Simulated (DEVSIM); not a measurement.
System: Schottky contact on n-type GaN, at 300 K.

Layer 1 from the left is GaN, thickness (μm) 0.550, Nd (cm⁻³) 4.3e16, τn (s) 2.2e-8, τp (s) 2.2e-8. Layer 2 from the left is GaN, thickness (μm) 32.0, Nd (cm⁻³) 5.8e17, τn (s) 2.2e-8, τp (s) 2.2e-8.

Left contact: Schottky, work function 5.76 eV, emission velocity 5.8e6 cm/s. Right contact: ohmic. Voltage is applied to the left contact. Recombination: SRH at mid-gap, Auger. Mobility is μmin + (μ − μmin)/(1 + (N/Nref)^α).

This is a model device: material constants are rounded textbook-type values typed into the input, and sizes, dopings and lifetimes were drawn at random. Values at 300 K.

GaN: gap (eV) 3.43, affinity (eV) 4.1, permittivity 9.5, Nc (cm⁻³) 2.3e18, Nv (cm⁻³) 4.6e19, μn (cm²/Vs) 1200, μp (cm²/Vs) 100, μn,min 55, μp,min 3, Nref,n 2e17, Nref,p 3e17, αn 1, αp 2, Cn (cm⁶/s) 1e-30, Cp (cm⁶/s) 1e-30.

Simulated with DEVSIM: 1D drift-diffusion, Boltzmann statistics, complete ionisation; no tunnelling, impact ionisation, image-force lowering or self-heating. Metal contacts follow the ideal Schottky-Mott rule: no Fermi-level pinning, no interface dipoles.

Dark forward current:

| |V| (V) | |J| (A/cm²) |
|---|---|
| 0.55 | 4.602e-13 |
| 0.60 | 3.180e-12 |
| 0.65 | 2.197e-11 |
| 0.70 | 1.517e-10 |
| 0.75 | 1.048e-9 |
| 0.80 | 7.238e-9 |
| 0.85 | 4.997e-8 |
| 0.90 | 3.450e-7 |
| 0.95 | 2.380e-6 |
| 1.00 | 1.642e-5 |
| 1.05 | 0.0001132 |
| 1.10 | 0.0007803 |
| 1.15 | 0.005374 |
| 1.20 | 0.03696 |
| 1.25 | 0.2536 |
| 1.30 | 1.727 |
| 1.35 | 11.33 |
| 1.40 | 62.31 |
| 1.45 | 220.2 |
| 1.50 | 491.0 |
| 1.55 | 829.9 |
| 1.60 | 1206 |
| 1.65 | 1604 |
| 1.70 | 2017 |

Work out the local ideality factor n = ΔV / (kT/q · ln(J2/J1)) between the rows 0.55 and 0.60 V, 1.65 and 1.70 V.

kT/q = 25.85 mV. From 0.55 to 0.60 V: ln(3.180e-12/4.602e-13) = 1.933, n = 1.00, near the 1 of diffusion or emission over a barrier. From 1.65 to 1.70 V: ln(2017/1604) = 0.229, n = 8.44; the layers' resistance at their doping, Σ W/(qμN) = 0.00011 Ω cm², would take 44 mV of this step of 50 mV.

Estimate the current at 0.95 V for emission alone, J0 = q v N_band exp(−φB/kT), and read the barrier back from the simulated current.

φB = 1.660 eV, N_band = 2.30e18 cm⁻³, J0 = 2.76e-22 A/cm²; J = J0 (exp(qV/kT) − 1) = 2.52e-6 A/cm². The simulation gives 2.38e-6 A/cm²; the estimate lies 5.9 % above. Read backwards, the simulated current gives an apparent barrier of 1.661 eV. The estimate leaves out transport through the depletion region and minority injection.
